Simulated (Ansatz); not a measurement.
**SnO: response to strain**

Base system: SnO in the litharge type structure (space group P4/nmm, No. 129; layered, stacked along the Cartesian z axis).

```cif
data_O2Sn2
_chemical_formula_sum 'Sn2 O2'
_space_group_name_H-M_alt 'P4/nmm :1'
_space_group_IT_number 129
_space_group_name_Hall 'P 4ab 2ab -1ab'
_cell_length_a 3.77006
_cell_length_b 3.77006
_cell_length_c 4.55986
_cell_angle_alpha 90.000
_cell_angle_beta 90.000
_cell_angle_gamma 90.000
loop_
_space_group_symop_operation_xyz
  'x, y, z'
  '-y+1/2, x+1/2, z'
  '-x, -y, z'
  'y+1/2, -x+1/2, z'
  'x+1/2, -y+1/2, -z'
  '-y, -x, -z'
  '-x+1/2, y+1/2, -z'
  'y, x, -z'
  '-x+1/2, -y+1/2, -z'
  'y, -x, -z'
  'x+1/2, y+1/2, -z'
  '-y, x, -z'
  '-x, y, z'
  'y+1/2, x+1/2, z'
  'x, -y, z'
  '-y+1/2, -x+1/2, z'
loop_
_atom_site_label
_atom_site_type_symbol
_atom_site_symmetry_multiplicity
_atom_site_Wyckoff_symbol
_atom_site_fract_x
_atom_site_fract_y
_atom_site_fract_z
_atom_site_occupancy
Sn1 Sn 2 c 0.50000 0.00000 0.25348 1
O1 O 2 a 0.00000 0.00000 0.00000 1
```

Strains are applied to the cell and any free atomic positions relax.

Level of theory: DFT with PBEsol-D3(BJ), PAW potentials and a 420 eV plane-wave cutoff in Ansatz (a program for electronic structure), no spin-orbit coupling.

Computed cases, in order: isotropic strain −4.29 %; isotropic strain −1.78 %; the unstrained base; isotropic strain +0.27 %; isotropic strain +4.54 %.

Problem. Between which two neighbouring cases does the band gap open or close?

Solution. Between isotropic strain +0.27 % (zero) and isotropic strain +4.54 % (0.54 eV). The whole series: isotropic strain −4.29 %: zero; isotropic strain −1.78 %: zero; the unstrained base: zero; isotropic strain +0.27 %: zero; isotropic strain +4.54 %: 0.54 eV.

Whether these cells are dynamically stable was not tested. All final runs are without spin polarisation. A zero or small gap of SnO can be the functional's error rather than a property of the material.
